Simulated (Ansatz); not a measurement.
**Response to strain in HgSe**

Consider HgSe in the zinc blende structure (space group F-43m, No. 216; a = 6.133 Å). Axes: x, y, z lie along the cube axes.

Strains are applied to the cell and any free atomic positions relax; under biaxial strain the out-of-plane vector relaxes too.

Level of theory: PBEsol/PAW in Ansatz (a program for electronic structure), no SOC.

Candidates:
(a) biaxial strain −2.00 %, plane normal [001], relaxed out of plane
(b) biaxial strain +2.50 %, plane normal [001], relaxed out of plane
(c) biaxial strain −3.00 %, plane normal [001], relaxed out of plane

Notes on the quantities. energy relative to the base: free energy F.

Order them by energy relative to the base, highest first.

(c) biaxial strain −3.00 %, plane normal [001], relaxed out of plane (+6.4 meV/atom), (b) biaxial strain +2.50 %, plane normal [001], relaxed out of plane (+4.0 meV/atom), (a) biaxial strain −2.00 %, plane normal [001], relaxed out of plane (+2.8 meV/atom)

The mesh was chosen for an insulator and is coarse for the gapless case. Whether these cells are dynamically stable was not tested. The final runs are not spin-polarised.
